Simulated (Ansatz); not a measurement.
Results of G0W0@PBEsol (Ansatz, a first-principles code, hard PAW, contour deformation) for BSiCN (model structure, started from the AlSiCN type, P3m1, No. 156, 4 atoms in the cell).

The cell is the one relaxed with PBEsol. Conventional cell: a = 2.8613 Å, b = 2.8613 Å, c = 4.6340 Å, α = 90.00°, β = 90.00°, γ = 120.00°.

The quasiparticle gap at Γ at a fixed k mesh 6×6×2:

```json
[
 {"response cutoff": "150 eV, 252 empty bands", "value (eV)": "5.055"},
 {"response cutoff": "200 eV, 388 empty bands", "value (eV)": "5.084"},
 {"response cutoff": "250 eV, 542 empty bands", "value (eV)": "5.093"},
 {"response cutoff": "300 eV, 712 empty bands", "value (eV)": "5.098"}
]
```

Problem. Taking the value to converge with the response cutoff E as E^(−3/2), extrapolate from the last two rows.

Solution. With y = y∞ + c/w and weights w = 3953 and 5196 for the last two rows, y∞ = (w2 y2 − w1 y1)/(w2 − w1) = (5196 × 5.098 − 3953 × 5.093)/1243 = 5.114 eV, which lies 0.016 beyond the last row. Successive pairs of rows give 5.138, 5.116, 5.114. The limit also hangs on the law assumed, so its last digits aren't firm.

The other settings are not extrapolated, so this is the limit in one setting alone.

At the last cutoff the smallest gap on this mesh is 3.81 eV, with an edge away from Γ.

A model structure was made by putting elements into a prototype or built by hand; it is no filed structure, need not be a known phase, and can be a saddle point held by its symmetry.
